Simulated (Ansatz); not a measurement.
The parent structure is Ta in the bcc (W type) structure (space group Im-3m, No. 229; relaxed with 0.1 eV smearing).

```xyz
1
Lattice="-1.6411 1.6411 1.6411 1.6411 -1.6411 1.6411 1.6411 1.6411 -1.6411" Properties=species:S:1:pos:R:3 pbc="T T T"
Ta     0.0000     0.0000     0.0000
```

Cartesian axes are those of the cell as printed.

Level of theory: PBEsol (Ansatz, an electronic-structure program), spin-orbit coupling left out.

Base values:

Shortest interatomic distance: 284.3 pm

Now apply this change: a pure shear with ε_xy = ε_yx = 0.0081, atoms relaxed at fixed cell.

How does this affect the energy relative to the base and shortest interatomic distance?

The energy rises by 1.1 meV/atom; the shortest interatomic distance shrinks by 1.53 pm to 282.7 pm.

The cells carry an imposed strain or load. Whether these cells are dynamically stable was not tested. The final runs are not spin-polarised.
